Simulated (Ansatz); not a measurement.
RhIn (Pm-3m, No. 221, 2 atoms in the cell; start mp-899) was calculated with PBEsol (Ansatz, a program for electronic structure, PAW).

Numerical settings: plane-wave cutoff 520 eV, 18×18×18 k mesh, Fermi–Dirac smearing 0.05 eV, no spin polarisation, scalar-relativistic PAW data made under PBE.

Cell (relaxed at this level):

```
CELL_PARAMETERS angstrom
      3.18882     0.00000     0.00000
      0.00000     3.18882     0.00000
      0.00000     0.00000     3.18882
ATOMIC_POSITIONS crystal
  In 0.00000 0.00000 0.00000
  Rh 0.50000 0.50000 0.50000
```

Q: What does this level give for the bulk modulus B0?

A: 
bulk modulus B0: 175 GPa

Note: the run has no spin polarisation, so it can have missed a magnetic state; the bulk modulus is −V dP/dV from two relaxed cells at ±2 % in volume; the relaxation could not lower the start's symmetry, so the cell can be a saddle point above a distorted one.

Spin–orbit coupling is not included.

Computed values are for the static lattice.

Cost on a shared machine: very roughly 80 core-seconds.

A start named mp-… is a Materials Project structure, which need not be a measured phase.
